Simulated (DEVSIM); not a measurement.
Structure: abrupt In0.53Ga0.47As n-p junction, at 400 K.

Layer 1 from the left is In0.53Ga0.47As, thickness (μm) 37.0, Nd (cm⁻³) 9.4e15, τn (s) 2e-8, τp (s) 2e-8. Layer 2 from the left is In0.53Ga0.47As, thickness (μm) 88.0, Na (cm⁻³) 1.7e13, τn (s) 2e-8, τp (s) 2e-8.

Left contact: ohmic. Right contact: ohmic. Voltage is applied to the left contact. Recombination: SRH at mid-gap, Auger. Mobility is constant in doping.

This is a model device: material constants are rounded textbook-type values typed into the input, and sizes, dopings and lifetimes were drawn at random. Values at 300 K; Nc and Nv go as T^1.5, mobilities as T to minus their exponent, the gap by Varshni's rule with the affinity fixed.

In0.53Ga0.47As: gap (eV) 0.74, affinity (eV) 4.51, permittivity 13.9, Nc (cm⁻³) 2.1e17, Nv (cm⁻³) 7.7e18, μn (cm²/Vs) 12000, μp (cm²/Vs) 300, T exponent of μn 1.6, T exponent of μp 1.6, Cn (cm⁶/s) 5e-29, Cp (cm⁶/s) 5e-29, Varshni α (eV/K) 0.00035, Varshni β (K) 190.

Model (solved in DEVSIM): 1D drift-diffusion, Boltzmann statistics, complete ionisation; no tunnelling, impact ionisation, image-force lowering or self-heating.

What does the simulation give for the dark forward voltage at 1 A/cm², the potential step across the device at zero bias, the largest field in the device at zero bias?

dark forward voltage at 1 A/cm² 0.120 V; potential step across the device at zero bias 0.175 V; largest field in the device at zero bias 5500 V/cm.
